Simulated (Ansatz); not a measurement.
The reference is AlRu in the CsCl type structure (space group Pm-3m, No. 221; a = 2.9770 Å; relaxed with 0.1 eV smearing).

Method: PBEsol (Ansatz, a program for electronic structure; PAW; 420 eV plane waves; no spin-orbit coupling).

Before the change:

| Property | Result |
|---|---|
| Pressure | 0.0 GPa |

Modification: every lattice vector is stretched by 0.50 %; the atoms relax in the strained cell.

What happens to the energy relative to the base and pressure?

The energy goes up by 2.0 meV/atom; the pressure goes from zero to -3.2 GPa.

Whether these cells are dynamically stable was not tested. All final runs are without spin polarisation.
